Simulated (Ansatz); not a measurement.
# YSi in the rock salt structure (space group Fm-3m, No. 225; a hypothetical phase, not in the database extracts checked)

YSi has the cubic space group Fm-3m (No. 225), the rock salt structure, Pearson symbol cF8. Conventional cell: a = 5.834 Å, b = 5.834 Å, c = 5.834 Å, α = 90.00°, β = 90.00°, γ = 90.00°. Si on 4a is surrounded by 6 Y at 2.917 Å (octahedral). Y on 4b has 6 Si at 2.917 Å (octahedral). (Neighbours: up to the widest gap in distance over summed covalent radii, below 1.35, at either atom; cation-cation and far metal-metal contacts left out.)
(The calculation used a cell of 2 atoms; values per cell refer to that cell.)

The values are results of r2SCAN, PAW, 500 eV (Ansatz, a first-principles code; without spin-orbit coupling), not measurements. Settings: 14×14×14 k-points, 0.05 eV Fermi–Dirac smearing.

| Item | Value |
|---|---|
| Volume per atom | 24.83 Å³ |
| Density | 3.91 g/cm³ |
| Band gap | zero |
| Total energy | -2249.913 eV/atom (σ→0; compares only within this code and set-up) |

No phonon test of stability was made. The final runs are not spin-polarised. An odd electron count without spin: YSi. YSi has a high density of states at the Fermi level and may be magnetic at this level.
